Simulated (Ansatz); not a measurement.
Surface energy of faces of fcc Ir in PBE and in RPBE, in Ansatz (plane waves, PAW). Symmetric slabs relaxed with PBE from ideal cuts in 1x1 cells (the lowest computed cut and spin start of each face; real faces may reconstruct in larger cells); RPBE values are single points on them, with the bulk at the same level. No spin-orbit coupling, no U.

```csv
face,PBE (J/m²),RPBE (J/m²)
(100),2.84,2.61
(110),2.86,?
(111),2.29,2.06
(210),3.06,2.79
(211),2.74,2.49
(221),2.62,2.37
(310),3.04,2.78
(311),2.88,2.63
(320),2.98,2.72
```

**Question.** Fit a straight line y = a·x + b by least squares to the 8 complete rows (x: PBE (J/m²); y: RPBE (J/m²)).

**Answer.** the means are x̄ = 2.8062 and ȳ = 2.5562; Σ(x − x̄)² = 0.46139 and Σ(x − x̄)(y − ȳ) = 0.44259, so a = 0.959 and b = ȳ − a·x̄ = -0.136. The largest residual is 0.021.

**Question.** What does the line predict for the withheld row, (110), and what did the calculation give?

**Answer.** the line gives 2.61; the calculation gave 2.61, a miss of 0.00, of the size of the fitted rows' scatter and rounding.

Ansatz is a program for electronic structure.
